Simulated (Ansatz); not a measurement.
System: B₂CO (model structure, I-42d, No. 122, 8 atoms in the cell). Method: r²SCAN (PAW; Ansatz, a quantum-chemistry and plane-wave program).

Numerical settings: plane-wave cutoff 560 eV, 12×12×12 k mesh, Fermi–Dirac smearing 0.01 eV, scalar-relativistic PAW data made under PBE.

Computed at the level's own relaxed cell.

```xyz
8
Lattice="-1.8533 1.8533 3.7355 1.8533 -1.8533 3.7355 1.8533 1.8533 -3.7355" Properties=species:S:1:pos:R:3 pbc="T T T"
C      0.0000     0.0000     0.0000
C      0.0000     1.8533     1.8677
O      0.0000     0.0000     3.7355
O      1.8533     0.0000     1.8677
B      0.8483     0.9267     0.9339
B      1.0050     0.9267     4.6693
B     -0.9267     1.0050     2.8016
B      0.9267    -1.0050     2.8016
```

**Question.** List the 22 lowest band energies at Γ above −25 eV (eV, relative to the valence band maximum), grouping those that round alike.

**Answer.** At Γ: -23.47, -21.34, -13.59, -10.26, -9.68, -8.60 (×2), -7.69 (×2), -7.00, -5.88, -4.04 (×2), -0.54, -0.01 (×2), 4.18, 7.23, 7.75, 8.06, 8.70 (×2).

Note: the relaxation could raise the start's symmetry but not lower it, so the cell can be a saddle point.

A model structure was made by putting elements into a prototype or built by hand; it is no filed structure, need not be a known phase, and can be a saddle point held by its symmetry.
